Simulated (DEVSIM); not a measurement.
System: Si n-i-p diode, at 300 K.

| layer (left to right) | material | thickness (μm) | Nd (cm⁻³) | Na (cm⁻³) | τn (s) | τp (s) |
|---|---|---|---|---|---|---|
| 1 | Si | 0.510 | 3.5e17 | - | 4.4e-6 | 4.4e-6 |
| 2 | Si | 0.540 | - | 2.4e12 | 4.4e-6 | 4.4e-6 |
| 3 | Si | 2.10 | - | 4e17 | 4.4e-6 | 4.4e-6 |

Left contact: ohmic. Right contact: ohmic. Voltage is applied to the left contact. Recombination: SRH at mid-gap, radiative, Auger. Mobility is μmin + (μ − μmin)/(1 + (N/Nref)^α).

The device is made up for the run: typed textbook-type constants, with dimensions and the other settings drawn at random. Values at 300 K.

```
parameter           Si
-------------  -------
gap (eV)         1.124
affinity (eV)     4.05
permittivity      11.7
Nc (cm⁻³)      2.86e19
Nv (cm⁻³)       3.1e19
μn (cm²/Vs)       1417
μp (cm²/Vs)        470
μn,min              52
μp,min              45
Nref,n          9.7e16
Nref,p          2.2e17
αn                0.68
αp                0.72
B (cm³/s)      4.7e-15
Cn (cm⁶/s)     2.8e-31
Cp (cm⁶/s)     9.9e-32
```

DEVSIM, 1D drift-diffusion, Boltzmann statistics, complete ionisation; no tunnelling, impact ionisation, image-force lowering or self-heating.

Base results: dark forward voltage at 100 A/cm² (V) 0.781; potential step across the device at zero bias (V) 0.898; dark forward voltage at 1 A/cm² (V) 0.659.

Task: What follows from this one change: doping Na of layer 3 4e+17 → 4e+16 cm^-3?

Result: dark forward voltage at 100 A/cm² 0.781 → 0.732 V; potential step across the device at zero bias 0.898 → 0.838 V; dark forward voltage at 1 A/cm² 0.659 → 0.609 V.

Task: What follows from this one change: thickness of layer 3 2.1 → 1.3 μm?

Result: dark forward voltage at 100 A/cm² 0.781 → 0.776 V; potential step across the device at zero bias little changed (0.898 V); dark forward voltage at 1 A/cm² 0.659 → 0.655 V.

Task: What follows from this one change: constant mobility in place of the doping-dependent one?

Result: dark forward voltage at 100 A/cm² 0.781 → 0.757 V; potential step across the device at zero bias little changed (0.898 V); dark forward voltage at 1 A/cm² 0.659 → 0.636 V.
